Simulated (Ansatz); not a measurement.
SnC (model structure, started from the wurtzite type, P6₃mc, No. 186, 4 atoms in the cell), treated with G0W0@PBEsol (hard PAW, contour deformation, complete-basis limit; Ansatz, a program for electronic structure).

Numerical settings: largest k mesh 9×9×4 (not extrapolated in the mesh).

Cell (relaxed with PBEsol):

Space group P6₃mc (No. 186); a = 3.554 Å, b = 3.554 Å, c = 5.816 Å, α = 90.00°, β = 90.00°, γ = 120.00°

| atom | site | symmetry | x | y | z |
|---|---|---|---|---|---|
| Sn | 2b | 3m. | 0.6667 | 0.3333 | 0.0004 |
| C | 2b | 3m. | 0.3333 | 0.6667 | 0.1248 |

Question: Estimate the band gap that the calculation returns.

Answer: 
- band gap: 1.54 eV

Note: filled d or f shells below the valence bands can shift G0W0 gaps through exchange with them, which wasn't tested here; the relaxation could raise the start's symmetry but not lower it, so the cell can be a saddle point; the gap holds a correction of +0.01 eV to the complete basis.

Spin–orbit coupling is not included.

Static lattice: no zero-point or thermal effects.

The result took roughly 5 core-hours.

A model structure was made by putting elements into a prototype or built by hand; it is no filed structure, need not be a known phase, and can be a saddle point held by its symmetry.
